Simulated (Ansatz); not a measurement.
**What x(Rh) = 0.5, 4 atoms, I4_1/amd does to Ag**

Base system: Ag in the fcc (Cu type) structure (space group Fm-3m, No. 225; a = 4.105 Å).

The other end (x = 1) is Rh in the fcc (Cu type) structure (space group Fm-3m, No. 225): 13.72 Å³/atom, gap zero.

Perturbation: a fraction x = 0.5 of the Ag sites is given to Rh, ordered in a cell of 4 atoms (starting symmetry I4_1/amd) and fully relaxed.

Method: DFT with r2SCAN, PAW potentials and a 500 eV plane-wave cutoff in Ansatz (a program for electronic structure), no SOC. k-mesh 16×16×16 (Γ-centred); smearing 0.05 eV (Fermi–Dirac), for the changed cell.

```tsv
quantity	base	changed	shift
density	10.36 g/cm³	11.39 g/cm³	+1.038 g/cm³
shortest interatomic distance	290.3 pm	277.3 pm	-13.0 pm
band gap	zero	zero	–
mixing energy (to 0.01 eV only: unlike meshes or grids)	–	+0.31 eV/atom	–
deviation of the volume from the linear (Vegard-type) interpolation	–	-1.0 %	–
```

Final structure:

```
CELL_PARAMETERS angstrom
     -1.99879     1.99879     3.84415
      1.99879    -1.99879     3.84415
      1.99879     1.99879    -3.84415
ATOMIC_POSITIONS crystal
  Rh 0.00000 0.00000 0.00000
  Ag 0.50000 0.50000 0.00000
  Ag 0.25000 0.75000 0.50000
  Rh 0.75000 0.25000 0.50000
```

These are small ordered cells, not random alloys; other orderings at the same x differ. Whether these cells are dynamically stable was not tested. The final runs are not spin-polarised. AgRh has a high density of states at the Fermi level and may be magnetic at this level.
